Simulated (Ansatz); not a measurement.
KTaO3: pressure −1 GPa

Start from KTaO$_{3}$ in the cubic perovskite structure (space group Pm-3m, No. 221; a = 3.985 Å).

Perturbation: a negative pressure, −1 GPa.

All numbers come from PBEsol in Ansatz (plane waves to 420 eV, PAW, scalar-relativistic without spin-orbit coupling). k-mesh 8×8×8 (Γ-centred); smearing 0.05 eV (Fermi–Dirac).

The density shrinks by 0.03 g/cm³, from 7.03 g/cm³ to 7.00 g/cm³ and the shortest interatomic distance increases by 0.003 Å to 1.996 Å. The enthalpy H = E + PV relative to the base's energy is -0.08 eV/atom and the band gap shrinks by 0.011 eV, from 2.14 eV to 2.12 eV. The gap character stays indirect, R → Γ and the smallest direct gap stays essentially unchanged (2.75 eV against 2.74 eV). The width of the top valence band remains 1.07 eV.

Final structure:

```
KTaO3
1.0
    3.99191     0.00000     0.00000
    0.00000     3.99191     0.00000
    0.00000     0.00000     3.99191
K Ta O
1 1 3
Cartesian
  0.00000   0.00000   0.00000
  1.99595   1.99595   1.99595
  1.99595   0.00000   1.99595
  0.00000   1.99595   1.99595
  1.99595   1.99595   0.00000
```

With Ta present, leaving out spin-orbit coupling can change the band edges. Load acts through the strain it causes; cell and atoms are relaxed under it. No phonon test of stability was made.

Ansatz is a quantum-chemistry and plane-wave program.
